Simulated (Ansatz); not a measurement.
# Effect of biaxial strain +0.75 %, plane normal [001], relaxed out of plane on Ga2O3

The reference is Ga$_{2}$O$_{3}$ in the corundum structure (space group R-3c, No. 167; a = 5.058 Å, c = 13.623 Å (hexagonal axes)). Axes: x lies along a and z along c of the hexagonal cell.

The change: biaxial strain +0.75 %, plane normal [001], relaxed out of plane (Cartesian); in-plane vectors clamped, the third vector and the atoms free.

Computed with PBE (Ansatz, a first-principles code), no SOC. Settings: 8×8×8 k-points, 0.05 eV Fermi–Dirac smearing.

- Volume per atom: 10.16 Å³ (base 10.06 Å³)
- Space group: R-3c (No. 167) (base R-3c (No. 167))
- Shortest interatomic distance: 1.960 Å (base 1.952 Å)
- Energy relative to the base (free energy F): +1.5 meV/atom
- Band gap: 2.28 eV (base 2.40 eV)
- Gap character: indirect, Γ–S₀ (50 % along) → Γ (base indirect, Γ–S₀ (50 % along) → Γ)
- Smallest direct gap: 2.53 eV (base 2.63 eV)
- Width of the top valence band: 0.45 eV (base 0.43 eV)
- Electron mass: 0.20 mₑ (at Γ) (base 0.21 mₑ (at Γ))
- Out-of-plane strain: -0.52 %

Effective masses come from finite differences of ±0.01 Å⁻¹. Gaps are read on the SCF mesh and a high-symmetry path. No phonon test of stability was made.
